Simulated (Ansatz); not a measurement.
An Ansatz (a quantum-chemistry and plane-wave program) run: TiAl3 with a change (pressure 15 GPa); PBE (Ansatz), no SOC.

Input:

Ansatz 0.2 input:
```yaml
crystal:
  lattice:
    - [-1.886622913, 1.886622913, 4.2218313843]
    - [1.886622913, -1.886622913, 4.2218313843]
    - [1.886622913, 1.886622913, -4.2218313843]
  atoms:
    - { symbol: Al, position: [0.5, 0.5, 0] }
    - { symbol: Al, position: [0.75, 0.25, 0.5] }
    - { symbol: Al, position: [0.25, 0.75, 0.5] }
    - { symbol: Ti, position: [0, 0, 0] }
basis: { ecutwfc: 420, ecutrho_ratio: 4, xc_grid: 2, fft_grid_basis: typed }
kpoints: { mp_grid: { grid: [17, 17, 17] } }
hamiltonian:
  xc: pbe
  dispersion: none
  pseudopotentials: { kind: paw }
scf: { occupations: { method: fermi_dirac, width: 0.05 } }
relax: { f_tol: 0.01, max_steps: 60, cell: { stress_tol: 0.02, p_target: 15.0 } }
output: { forces: true, stress: true }
checkpoint: { write: state.ck, write_every: 1000 }
```

Output (explanatory and most iteration lines left out):

```
Relaxation: its limit of steps is 60 (relax.max_steps)
Pseudopotential: Al, paw, valence charge 3
Pseudopotential: Ti, paw, valence charge 12
Crystal: 4 atoms, lattice volume = 60.108 Å³
Basis set: ecut = 420 eV, 1179 PW (Γ), exchange–correlation on 72×72×72 points (8 copies of the dense FFT grid, shifted against one another)
Bands: 15, of which v1, the nominal top of the filled ones, is band 11 counted from 1 (10 counted from 0)
Symmetry: 16 space group operations
Space group: I4/mmm (ITA 139), of the structure as read, at distance tolerance 3.9e-5 Å
k-points: 405 of 4913
Functional: x = pbe(κ = 0.804, μ = 0.2195149727645171), c = pbe(β = 0.06672455060314922)
SCF iter   1: F=—  HF=-4113.694394 eV  |F-HF|=—  |Δ(HF+E_count)|=         —  Δρ=3.07e-3  dr2=7.77e-3  ethr=1.77e-3  ⟨swp⟩=5.7  Hψ=35857  notcnv=0
SCF iter   2: F=—  HF=-4113.693309 eV  |F-HF|=—  |Δ(HF+E_count)|=   1.08e-3  Δρ=1.53e-3  dr2=1.91e-3  ethr=3.70e-5  ⟨swp⟩=1.5  Hψ=9619  notcnv=0
SCF 1 converged in 6 iterations: F = -4113.693037 eV  dr2 = 1.42e-9
relax step   1: F+E_penalty+E_count = -4113.69303667 eV  Δ(F+E_penalty+E_count) = +0.000e0 eV  max|allowed force component| = 1.735e-18 eV/Å  Δτ_max = 0.0000 Å  P = +7.000 GPa  Ω = 60.108 Å³  (6 SCF iters, dr2 threshold 1.00e-7 eV, accepted)
[... steps on the carried basis left out ...]
relax step   8: F+E_penalty+E_count = -4113.47877340 eV  Δ(F+E_penalty+E_count) = +3.380e-6 eV  max|allowed force component| = 1.561e-17 eV/Å  Δτ_max = 0.0000 Å  P = +15.000 GPa  Ω = 56.938 Å³  stress off target by 5.80e-4 GPa  SCF on the basis re-selected at this cell (its energy is not comparable with the rows above)  (7 SCF iters)
SCF converged after 7 iterations
Free energy (F): -4113.478773 eV
Internal energy: -4113.465422 eV  (E = F + TS)
E sigma→0 (E₀):  -4113.472098 eV
Entropy (-TS):   -0.013352 eV (-3.338 meV/atom)
Fermi energy:    10.832321 eV
--- Forces (eV/Å), atoms counted from 1 ---
  atom   1  Al    -0.00000000     0.00000000     0.00000000
  atom   2  Al     0.00000000    -0.00000000     0.00000000
  atom   3  Al    -0.00000000    -0.00000000     0.00000000
  atom   4  Ti     0.00000000     0.00000000     0.00000000
--- Stress (GPa, compression-positive) ---
       14.999420      -0.000000      -0.000000
       -0.000000      14.999420      -0.000000
       -0.000000      -0.000000      15.000361
  P = ⅓ Tr σ = 14.9997 GPa (149.997 kbar)
--- Relaxed structure (6 steps of the walk, 6 accepted, 2 SCFs on fresh bases) ---
  cell:  # Å, volume = 56.9381 Å³
    - [-1.8535623622675814, 1.8535623622675814, 4.143133173141977]
    - [1.8535623622675814, -1.8535623622675814, 4.143133173141977]
    - [1.8535623622675814, 1.8535623622675814, -4.143133173141977]
  atoms:
    - { symbol: Al, position: [0.49999999999999994, 0.49999999999999994, -7.372923510016094e-35] }
    - { symbol: Al, position: [0.75, 0.24999999999999997, 0.5] }
    - { symbol: Al, position: [0.24999999999999997, 0.75, 0.5] }
    - { symbol: Ti, position: [2.3925810908232003e-36, 8.567184895525783e-37, 3.249299580375779e-36] }
```

Load acts through the strain it causes; cell and atoms are relaxed under it. Whether these cells are dynamically stable was not tested. No other phases were tried under pressure. The final runs are not spin-polarised. The cell was made from TiAl3 (space group I4/mmm, No. 139) by this change: pressure 15 GPa.
